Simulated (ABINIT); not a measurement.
Pressure against volume in AlB2-type MgB2 (space group 191) (ABINIT, LDA)

```xyz
3
Lattice="2.9698 0.0000 0.0000 -1.4849 2.5719 0.0000 0.0000 0.0000 3.3831" Properties=species:S:1:pos:R:3 pbc="T T T"
Mg     0.0000     0.0000     0.0000
B      1.4849     0.8573     1.6915
B      0.0000     1.7146     1.6915
```

Computed with LDA (PW92), norm-conserving pseudopotentials (PseudoDojo nc-sr-04 LDA standard) (plane waves; ABINIT). Settings: pseudos = [Mg.upf, B.upf]; ecut = 55 Ha; occopt = 3; tsmear = 0.05 eV; ngkpt = 19 19 14; nshiftk = 1; shiftk = 0 0 0; potentials = PseudoDojo nc-sr-04 LDA standard; nband = 13; kptopt = 1; nstep = 80; tolvrs = 1e-11. The cell above is the first row's. The rows scale it uniformly. In all rows fractional positions and the k mesh are held.

```csv
V (Å^3/atom),P (GPa)
8.6136,12.35
8.8008,8.06
8.9881,4.16
9.1753,0.61
9.3626,-2.62
9.5498,-5.57
9.7371,-8.25
9.9244,-10.70
10.1116,?
```

### Question
Using a cubic, estimate the missing P at V = 10.1116 from the other rows, showing the fit.

### Answer
With u = V - 9.3, the rows have u = -0.6864, -0.4992, -0.3119, -0.1247, 0.0626, 0.2498, 0.4371, 0.6244. Least squares gives P = -1.578 - 16.9862·u + 4.2829·u² - 0.7687·u³. Residuals (row less fit): 0.002, -0.004, 0.000, 0.002, 0.005, -0.004, -0.001, 0.002; standard error 0.004 (degrees of freedom: 4). The fitted pressure is zero at V0 = 9.209, where dP/dV = -17.78, so B0 = -V0·dP/dV = 164 GPa. At the withheld row, u = 0.8116, so P = -1.578 - 16.9862 × 0.8116 + 4.2829 × 0.8116² - 0.7687 × 0.8116³ = -12.954 GPa. The calculation gives -12.92 GPa, 0.034 GPa above the prediction (0.1 % of the range of P in the table). The row lies outside the fitted rows, so this is an extrapolation. From the scatter of the fitted rows alone, a prediction at this place has a standard error of 0.011 GPa, so the miss is 3.0 times that.

Carrying the step between the two nearest rows on in a straight line would have given -13.15, off by 0.23; series whose last step already gives the withheld value aren't shown. The scan was laid around a cell of about the measured size, scaled by a guess for this functional; axis ratios and inner coordinates come from that cell. The runs keep the symmetry of the cell, so they don't test it for distortions. The shape of the cell and the inner coordinates aren't relaxed, so V0 and B0 belong to this uniform scaling; a relaxed crystal lies no higher in energy and is usually softer. Cutoffs and mesh are single choices, not tested for convergence of this quantity. Series with a scatter that would blur these digits, or in which a gap closes, are not shown.
